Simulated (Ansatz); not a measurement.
Take GaAs in the wurtzite structure (space group P6_3mc, No. 186; a = 3.988 Å, c = 6.576 Å; a cell from a computed database, its experimental status unchecked) as the base. Axes: x lies along a and z along c of the hexagonal cell.

Perturbation: biaxial strain −2.24 %, plane normal [001], relaxed out of plane (Cartesian); in-plane vectors clamped, the third vector and the atoms free.

Levels (all Ansatz, an electronic-structure program, PAW): PBEsol (420 eV, no spin-orbit coupling); r2SCAN (500 eV, no spin-orbit coupling).

The geometry is relaxed with PBEsol.

```
Item                           Result
--------------------  ---------------
PBEsol band gap               0.51 eV
PBEsol pressure              2.71 GPa
PBEsol electron mass  0.039 mₑ (at Γ)
PBEsol gap character      direct at Γ
```

### Question
What does r2SCAN give at this geometry for the band gap, pressure, electron mass and gap character?

### Answer
The band gap rises by 0.57 eV to 1.08 eV; the pressure rises by 0.52 GPa (2.71 GPa → 3.23 GPa); the electron mass changes from 0.039 mₑ (at Γ) to 0.053 mₑ out of plane, 0.077 mₑ in plane (at Γ); the gap character stays direct at Γ.

Single points use the geometry relaxed with PBEsol. Their cutoffs differ, which shifts pressures a little. Effective masses come from finite differences of ±0.01 Å⁻¹. Stability against distortions was not tested. This is not the structure that GaAs has at room temperature and ambient pressure.
